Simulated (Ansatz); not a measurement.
Cell and atoms of amorphous C60N6:

```
CELL_PARAMETERS angstrom
      8.46733     0.14407    -0.12303
      0.14409     8.40392     0.22344
     -0.12286     0.22311     8.62414
ATOMIC_POSITIONS crystal
  C  0.41005 0.30970 0.66410
  C  0.35010 0.22248 0.27458
  C  0.10109 0.29357 0.41576
  C  0.61642 0.56548 0.88148
  C  0.82561 0.42245 0.75124
  C  0.52581 0.05393 0.61888
  C  0.25579 0.59436 0.42802
  C  0.51675 0.77766 0.03309
  C  0.23755 0.32530 0.34117
  C  0.44158 0.31594 0.15385
  C  0.23647 0.75722 0.37968
  C  0.88872 0.26735 0.74002
  C  0.48220 0.62646 0.95773
  C  0.10840 0.12816 0.47815
  C  0.36561 0.79512 0.27325
  C  0.67764 0.80464 0.00901
  C  0.65250 0.16665 0.67508
  C  0.32258 0.29568 0.01184
  C  0.66147 0.44019 0.77794
  C  0.72104 0.52997 0.33350
  C  0.25607 0.95564 0.03425
  C  0.88364 0.67543 0.85346
  C  0.16083 0.99309 0.75404
  C  0.31734 0.59383 0.93086
  C  0.95991 0.82130 0.85294
  C  0.57525 0.31381 0.71273
  C  0.82391 0.38963 0.32218
  C  0.07830 0.95084 0.09604
  C  0.04258 0.60532 0.61946
  C  0.07158 0.00687 0.38745
  C  0.04658 0.26953 0.81448
  C  0.72761 0.13927 0.21504
  C  0.96963 0.41135 0.41601
  C  0.73686 0.67406 0.91643
  C  0.44307 0.47498 0.23267
  C  0.95372 0.89040 0.99896
  C  0.30313 0.43130 0.65349
  C  0.56556 0.57514 0.29165
  C  0.80267 0.89540 0.06982
  C  0.08772 0.42161 0.86117
  C  0.20523 0.53805 0.58344
  C  0.94709 0.54877 0.48930
  C  0.79775 0.62628 0.44285
  C  0.14806 0.13994 0.84928
  C  0.51058 0.72241 0.35119
  C  0.38263 0.85313 0.12442
  C  0.00129 0.00623 0.22735
  C  0.55917 0.17098 0.20038
  C  0.24941 0.87811 0.87695
  C  0.30748 0.47985 0.32344
  C  0.24083 0.44064 0.93699
  C  0.22398 0.08209 0.61052
  C  0.12328 0.84726 0.45412
  C  0.82446 0.00240 0.19023
  C  0.59227 0.80380 0.47317
  C  0.37862 0.14672 0.62515
  C  0.95854 0.53911 0.77740
  C  0.03200 0.88063 0.71969
  C  0.26421 0.14402 0.97277
  C  0.05453 0.78646 0.59435
  N  0.82162 0.25085 0.26692
  N  0.51375 0.91892 0.54722
  N  0.45228 0.09816 0.29503
  N  0.24954 0.72708 0.86488
  N  0.74179 0.75067 0.51419
  N  0.80795 0.13877 0.70250
```

All values below come from PBE-D3(BJ), scalar-relativistic without spin-orbit coupling (plane waves to 420 eV, PAW; Ansatz, a quantum-chemistry and plane-wave program). Neutral PBE cell, which sets geometry, pressure and energy: sampling: a 2×2×2 Γ-centred mesh; Fermi-Dirac width 0.01 eV; collinear spin, started from moments on atoms. In the spin-polarised cell the level spacing at the Fermi energy can part levels of unlike spin.

The cell was made by melting and quenching with the CHGNet potential and then relaxed with DFT. N atoms were pushed apart under 1.9 Å during the dynamics, to hinder bonds among them. The hot cell started wider than the set density and was brought back towards it in steps. It is the lowest in DFT energy of 2 quenches. It is a model cell: composition and starting density were chosen by hand, and all elements were melted together. The geometry includes D3(BJ) dispersion. A short ab initio anneal came between quench and relaxation. Its density started from a set value of 2.76 and ended at 2.18 g/cm³. Cooling (nominally 790 K/ps over its main leg) ran many orders faster than in experiment, which tends to leave more defects and strain. One small periodic cell is one sample of the glass; other quenches scatter about these values. Volume and shape were free in the relaxation.

Task: Give the pressure, the energy against reference phases and the spacing of the highest filled and lowest empty levels.

Result: 
| Item | Result |
|---|---|
| Pressure on a 2×2×2 Γ-centred mesh | -0.06 GPa |
| Largest force and stress component on that mesh (the relaxation ran on one k-point at (1/4, 1/4, 1/4)) | 0.31 eV/Å and 0.3 GPa |
| Energy relative to graphite + N2 gas (lowest mix at this level among the phases computed, not always the ambient ones) | 0.619 eV/atom |
| Level spacing at the Fermi energy on a 2×2×2 Γ-centred mesh (PBE) | within the smearing (under twice its width) |
| Net moment | 0.34 μB |

Task: At PBE and the zone centre, how localised are the states just below and above the Fermi level (participation number: the atoms over which a state spreads)?

Result: The highest filled state is spread over 28.5 atoms' worth, largest on C56, with weights by element (charge in smoothed Voronoi cells) C 0.89, N 0.11. The lowest empty state is spread over 27.5 atoms' worth, largest on C52, with weights by element (charge in smoothed Voronoi cells) C 0.86, N 0.14.

The levels at the Fermi energy are partly filled. A closed spacing in one fast-quenched cell at PBE doesn't show the material to be a metal.

Bonds are counted up to C-C 1.78 Å, C-N 1.58 Å, N-N 1.70 Å. Two cations that share two anions don't count as bonded, nor two that share one unless they lie closer than C-C 1.63 Å.

A PBE run started with 1 μB on atoms that lack a bond or may hold spare charge kept moments and lay lower, so the cell was relaxed again with them.
